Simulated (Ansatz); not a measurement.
Phonon-limited resistivity of YZn (Pm-3m) against temperature in μΩ·cm, PBEsol, DFPT electron-phonon coupling, linearised Boltzmann equation in Ansatz (a first-principles code), harmonic crystal at a fixed cell.

| T | ρ |
|---|---|
| 50 K | 5.4 |
| 77 K | (withheld) |
| 100 K | (withheld) |
| 150 K | 33 |
| 200 K | 45 |
| 250 K | 56 |
| 273 K | 61 |
| 300 K | 67 |
| 350 K | 77 |
| 400 K | 87 |

Complete the blanks.


- 77 K, ρ: 12.6
- 100 K, ρ: 19.1

A metal at this level (no band gap). Only scattering by harmonic phonons is included (no impurities, grain boundaries, electron-electron scattering or thermal expansion). Spin-orbit coupling is left out. Values near or above 100 μΩ·cm, or paths under about 2 nm, lie near resistivity saturation, where the Boltzmann equation overshoots. The squared frequency of the phonon mode least converged on the k mesh is uncertain by about 10 %. Halving the electron mesh (24x24x24) moves the resistivity by up to 4 %. Smearing 0.20 eV; phonons on a 4x4x4 q mesh, which this run doesn't test and which matters most at low temperature.

Formula and space group known from diffraction (Crystallography Open Database), not checked to be the room-temperature form: YZn (Pm-3m).
